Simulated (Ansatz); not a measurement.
# InSe (C2/m, No. 12, 4 atoms in the cell; start mp-21405; a measured phase of this formula has another space group): smallest direct gap on the k points sampled by level of theory

No measured value is used here.

```
level (code)                                 value (eV)
-------------------------------------------  ----------
dielectric-dependent PBEsol hybrid (Ansatz)        1.43
HSE06 (Ansatz)                                     1.82
PBE0 (Ansatz)                                      2.44
r²SCAN0 (Ansatz)                                      …
```

Question: Complete the blanks.

Answer: 
- r²SCAN0 (Ansatz, an electronic-structure program), value (eV): 2.68

At these levels the smallest gap is indirect and lower: dielectric-dependent PBEsol hybrid 1.07, HSE06 1.42, PBE0 2.00, r²SCAN0 2.26 eV. Computed values are for a static lattice. Levels without +SOC have no spin–orbit coupling; where heavier elements are present it shifts gaps, mostly down, and can invert bands.  Values are at the PBEsol cell. Cutoffs differ between the levels. Ansatz's density-functional and Hartree–Fock values are scalar-relativistic unless marked +SOC, with PAW data made under PBE.

A start named mp-… is a Materials Project structure, which need not be a measured phase.
